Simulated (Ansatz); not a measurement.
## SnO2, response to strain

The reference is SnO2 in the rutile structure (space group P4_2/mnm, No. 136; a = 4.828 Å, c = 3.238 Å).

Strains are applied to the cell and any free atomic positions relax.

Method: PBE/PAW in Ansatz (a first-principles code), no spin-orbit coupling.

Before the change:

```
Property   Result
--------  -------
Band gap  0.68 eV
```

Q: The aim is a band gap between 1.44 eV and 1.51 eV. Which of these changes reaches it?
A) isotropic strain −3.00 %
B) isotropic strain −2.40 %
C) isotropic strain −1.80 %
D) isotropic strain −1.20 %
E) isotropic strain −0.60 %

A: B, isotropic strain −2.40 %. It gives 1.47 eV; isotropic strain −1.80 % gives 1.26 eV; isotropic strain −1.20 % gives 1.06 eV; isotropic strain −0.60 % gives 0.87 eV; isotropic strain −3.00 % gives 1.69 eV. Changes not listed may reach it too

Whether these cells are dynamically stable was not tested.
